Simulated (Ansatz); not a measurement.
## A short convergence ladder for KHgF₃ (Cmm2, 5 atoms in the cell)

```yaml
crystal:
  lattice:
    - [3.19236, -3.19847, 0.00000]
    - [3.19236, 3.19847, 0.00000]
    - [0.00000, 0.00000, 4.51082]
  atoms:
    - { symbol: K, position: [0.00000, 0.00000, 0.51108] }
    - { symbol: Hg, position: [0.50000, 0.50000, 0.00000] }
    - { symbol: F, position: [0.00000, 0.50000, 0.00000] }
    - { symbol: F, position: [0.50000, 0.00000, 0.00000] }
    - { symbol: F, position: [0.50000, 0.50000, 0.50000] }
```

Base method: LDA (PW92), default PAW files made with PBE (plane waves; Ansatz, a quantum-chemistry and plane-wave program).

Base settings: basis.ecutwfc = 420 eV; kpoints.mp_grid.grid = 6 6 6; hamiltonian.xc = lda; hamiltonian.pseudopotentials = {kind: paw} (the program's default PAW files); scf.occupations.method = fixed.

**The width of Fermi-Dirac smearing**

In this ladder: scf.occupations.method = fermi_dirac.

The mesh stays at the base's, so the ladder's end is converged at best in this setting alone.

Only quantities that move along the ladder and can be compared are tabulated.

```tsv
scf.occupations.width	free energy less the last step's (meV/atom)	pressure (GPa)
1 eV	-198.45	-0.10
0.5 eV	-24.59	-2.99
0.2 eV	-1.72	-3.24
0.1 eV	-0.29	-3.23
0.02 eV	0.00	-3.23
```

Widest scf.occupations.width that holds the free energy within 5 meV/atom of the last step, with all finer ones: 0.2 eV; the step before is off by 25 meV/atom.

Widest scf.occupations.width that holds the pressure within 0.5 GPa of the last step, with all finer ones: 0.5 eV; the step before is off by 3.1 GPa.

On the base run: the starting cell comes from a database of computed structures (which also holds hypothetical and non-ambient phases and stackings), without a prior relaxation at this level. Its lattice was rescaled by up to half a per cent. One atom was moved a little off its site on purpose. In the base run, with a pressure of about -3 GPa the cell is away from its equilibrium volume at this level. Ansatz's pressure includes its estimate of the finite-basis (Pulay) stress.

Keys are those of Ansatz 0.2.
